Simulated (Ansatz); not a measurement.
BN under a change: electrons 1.0×10^21 cm⁻³

Consider BN (space group P6_3/mmc, No. 194; a = 2.5006 Å, c = 6.5258 Å; layered, stacked along the Cartesian z axis).

Now apply this change: 0.0353 electrons added to each cell, a density of 1.0×10^21 cm⁻³, with a uniform compensating background at fixed cell and a 300 K Fermi–Dirac width.

Calculations: r2SCAN+rVV10 (Ansatz, a first-principles code; PAW; 500 eV plane waves; no spin-orbit coupling). k-mesh 27×27×9 (Γ-centred); smearing 0.0259 eV (Fermi–Dirac).

The gap between the host's bands hardly moves (4.73 eV against 4.72 eV) and the gap character is still indirect, k = (0.296, 0.296, 0) in the run's primitive reciprocal basis → M. The Fermi level relative to the doped band's edge (positive inside the band; to 0.05 eV) amounts to +0.15 eV.

Cost of the whole job for the changed cell (relaxation, final SCF and bands): around 27 core-seconds (rough).

Charged cell with a jellium background: band edges are those of the host's band count, energies are not comparable with the neutral cell, and many-body gap narrowing is missing. Stability against distortions was not tested.
